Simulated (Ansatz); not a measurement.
Structures of equal composition on the (111)B surface of 3C silicon carbide (C plane on top): (√3x√3)R30° In adatom at H3; (√3x√3)R30° In adatom at T4. The slabs share one bottom face, and each structure is named by its start. These are constructed structures in small cells; real faces may alloy, dewet or reconstruct in larger ones, and not all known structures of the face are among them. Slabs of about 11 Å with all that they carry, Fermi-Dirac smearing of 0.025 eV. Bottom of the slabs: H caps. Relaxed from the named starts with such symmetry as they have, on meshes of like density; energies extrapolated to zero smearing; no spin-orbit coupling, no U. Spin-polarised runs, if any, are marked in brackets, and their order is one that fits the cell; the others ran without spin. Where a second, spin-polarised start was run, the lower counts.

Host crystal: 3C silicon carbide, with a band gap (PBE, scalar-relativistic without spin-orbit coupling).

All values below come from r2SCAN, at the PBE geometry (plane waves to 500 eV, PAW; Ansatz, a first-principles code).

Problem. Order them by energy per 1x1 cell (lowest first) at the level r2SCAN, at the PBE geometry.

Solution. (√3x√3)R30° In adatom at H3 (0.000 eV, gap 0.78 eV on the mesh), (√3x√3)R30° In adatom at T4 (0.143 eV, gap 0.61 eV on the mesh)
